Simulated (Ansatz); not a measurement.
Consider GaN in the zinc blende structure (space group F-43m, No. 216; a = 4.4979 Å). Axes: x, y, z lie along the cube axes.

Method: DFT with r2SCAN, PAW potentials and a 500 eV plane-wave cutoff in Ansatz (a quantum-chemistry and plane-wave program), no SOC.

Before the change:

The pressure is 0.00 GPa.

Perturbation: compressive biaxial strain of 1.00 % in the plane normal to [001], as in epitaxy on a mismatched substrate; the out-of-plane cell vector and the atoms relax.

Question: What does the calculation give for the energy relative to the base and pressure after the change?

Answer: The energy increases by 2.0 meV/atom; the pressure (mean of the normal stresses, compression positive) goes from zero to 1.89 GPa.

No phonon test of stability was made. This is not the structure that GaN has at room temperature and ambient pressure.
